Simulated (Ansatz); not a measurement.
A computed series for CdSe: response to strain

Base system: CdSe in the zinc blende structure (space group F-43m, No. 216; a = 6.1332 Å). Axes: x, y, z lie along the cube axes.

Strains are applied to the cell and any free atomic positions relax.

All numbers come from r2SCAN in Ansatz (plane waves to 500 eV, PAW, spin-orbit coupling left out).

Notes on the quantities. pressure: mean of the normal stresses, compression positive.

```
change                       band gap  volume per atom   pressure
---------------------------  --------  ---------------  ---------
base                          1.04 eV         28.84 Å³   0.01 GPa
tensor shear ε_xy = +0.29 %       [?]         28.84 Å³   0.01 GPa
tensor shear ε_xy = +2.00 %   0.94 eV         28.83 Å³  -0.01 GPa
tensor shear ε_xy = +1.71 %   0.95 eV         28.83 Å³   0.00 GPa
tensor shear ε_xy = +0.57 %   1.01 eV         28.84 Å³   0.01 GPa
tensor shear ε_xy = +0.86 %   1.00 eV         28.84 Å³   0.01 GPa
tensor shear ε_xy = +1.14 %   0.98 eV         28.83 Å³   0.00 GPa
tensor shear ε_xy = +1.43 %       [?]         28.83 Å³   0.00 GPa
```

Q: Some entries are withheld; estimate them.

A: 
- tensor shear ε_xy = +0.29 %, band gap: 1.03 eV
- tensor shear ε_xy = +1.43 %, band gap: 0.97 eV

Stability against distortions was not tested.

Ansatz is a first-principles code.
